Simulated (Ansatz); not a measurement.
Ti2Bi2O7 (model structure, started from the pyrochlore type, Fd-3m, No. 227, 22 atoms in the cell) was calculated with PBEsol+SOC (Ansatz, an electronic-structure program, PAW).

Input file:

Ansatz 0.2 input:
```yaml
crystal:
  lattice:
    - [0.0, 5.1455059542, 5.1455059542]
    - [5.1455059542, 0.0, 5.1455059542]
    - [5.1455059542, 5.1455059542, 0.0]
  atoms:
    - { symbol: Bi, position: [0.125, 0.125, 0.125] }
    - { symbol: Bi, position: [0.125, 0.125, 0.625] }
    - { symbol: Bi, position: [0.125, 0.625, 0.125] }
    - { symbol: Bi, position: [0.625, 0.125, 0.125] }
    - { symbol: Ti, position: [0.625, 0.625, 0.625] }
    - { symbol: Ti, position: [0.625, 0.625, 0.125] }
    - { symbol: Ti, position: [0.625, 0.125, 0.625] }
    - { symbol: Ti, position: [0.125, 0.625, 0.625] }
    - { symbol: O, position: [0.5511799711, 0.9488200289, 0.9488200289] }
    - { symbol: O, position: [0.9488200289, 0.5511799711, 0.5511799711] }
    - { symbol: O, position: [0.9488200289, 0.5511799711, 0.9488200289] }
    - { symbol: O, position: [0.5511799711, 0.9488200289, 0.5511799711] }
    - { symbol: O, position: [0.9488200289, 0.9488200289, 0.5511799711] }
    - { symbol: O, position: [0.5511799711, 0.5511799711, 0.9488200289] }
    - { symbol: O, position: [0.6988200289, 0.3011799711, 0.6988200289] }
    - { symbol: O, position: [0.3011799711, 0.6988200289, 0.3011799711] }
    - { symbol: O, position: [0.3011799711, 0.6988200289, 0.6988200289] }
    - { symbol: O, position: [0.6988200289, 0.3011799711, 0.3011799711] }
    - { symbol: O, position: [0.3011799711, 0.3011799711, 0.6988200289] }
    - { symbol: O, position: [0.6988200289, 0.6988200289, 0.3011799711] }
    - { symbol: O, position: [0.0, 0.0, 0.0] }
    - { symbol: O, position: [0.25, 0.25, 0.25] }
basis:
  ecutwfc: 520
  ecutrho_ratio: 4
  xc_grid: 2
kpoints:
  mp_grid: { grid: [6, 6, 6] }
hamiltonian:
  xc: pbesol
  dispersion: none
  pseudopotentials: { kind: paw }
scf:
  occupations: { method: fermi_dirac, width: 0.01 }
  convergence: { dr2_threshold: 0.0000000022 }
output:
  forces: true
  stress: true
  eigenvalues: true
magnetization:
  noncollinear: true
  spin_orbit: true
```

Excerpt of the program's output:

```
Crystal: 22 atoms, lattice volume = 272.467 Å³
Basis set: ecut = 520 eV, 7391 PW (Γ), exchange–correlation on 120×120×120 points (8 copies of the dense FFT grid, shifted against one another)
Bands: 236, of which v1, the nominal top of the filled ones, is band 192 counted from 1 (191 counted from 0)
Symmetry: 48 space group operations + 48 with time reversal
k-points: 16 of 216
Initial density: superposition of atomic densities (chi_scale 0.1, normalization cell, long waves kept (reshape's long-wave potential 0.09 eV rms))
Functional: x = pbesol(κ = 0.804, μ = 0.12345679012345678), c = pbesol(β = 0.046)
spin=Noncollinear: Resta preconditioning applied to the charge; magnetization (m_x, m_y, m_z) channels mix plain (no charge-response kernel on spin).
SCF 1 converged in 12 iterations: F = -66891.474949 eV  dr2 = 6.01e-10
SCF converged after 12 iterations
Free energy (F): -66891.474949 eV
Internal energy: -66891.474949 eV  (E = F + TS)
E sigma→0 (E₀):  -66891.474949 eV
Fermi energy:    11.051473 eV
--- Forces (eV/Å), atoms counted from 1 ---
  atom   1  Bi     0.00000000     0.00000000     0.00000000
  atom   2  Bi     0.00000000    -0.00000000    -0.00000000
  atom   3  Bi     0.00000000    -0.00000000    -0.00000000
  atom   4  Bi     0.00000000    -0.00000000    -0.00000000
  atom   5  Ti     0.00000000    -0.00000000    -0.00000000
  atom   6  Ti     0.00000000    -0.00000000     0.00000000
  atom   7  Ti     0.00000000    -0.00000000     0.00000000
  atom   8  Ti     0.00000000    -0.00000000     0.00000000
  atom   9  O     -0.04369868     0.00000000     0.00000000
  atom  10  O      0.04369868     0.00000000     0.00000000
  atom  11  O      0.00000000    -0.04369868    -0.00000000
  atom  12  O     -0.00000000     0.04369868    -0.00000000
  atom  13  O     -0.00000000     0.00000000    -0.04369868
  atom  14  O      0.00000000    -0.00000000     0.04369868
  atom  15  O      0.00000000    -0.04369868     0.00000000
  atom  16  O      0.00000000     0.04369868     0.00000000
  atom  17  O     -0.04369868    -0.00000000    -0.00000000
  atom  18  O      0.04369868    -0.00000000    -0.00000000
  atom  19  O     -0.00000000     0.00000000     0.04369868
  atom  20  O     -0.00000000     0.00000000    -0.04369868
  atom  21  O      0.00000000     0.00000000    -0.00000000
  atom  22  O      0.00000000     0.00000000    -0.00000000
--- Stress (GPa, compression-positive) ---
        0.352594      -0.000000      -0.000000
        0.000000       0.352594      -0.000000
       -0.000000      -0.000000       0.352594
  P = ⅓ Tr σ = 0.3526 GPa (3.526 kbar)
```

The PAW data were made under PBE.

Note: the relaxation could raise the start's symmetry but not lower it, so the cell can be a saddle point. Note: cell and atoms aren't relaxed at this level (largest force component 0.04 eV/Å, pressure 0.4 GPa).

A model structure was made by putting elements into a prototype or built by hand; it is no filed structure, need not be a known phase, and can be a saddle point held by its symmetry.
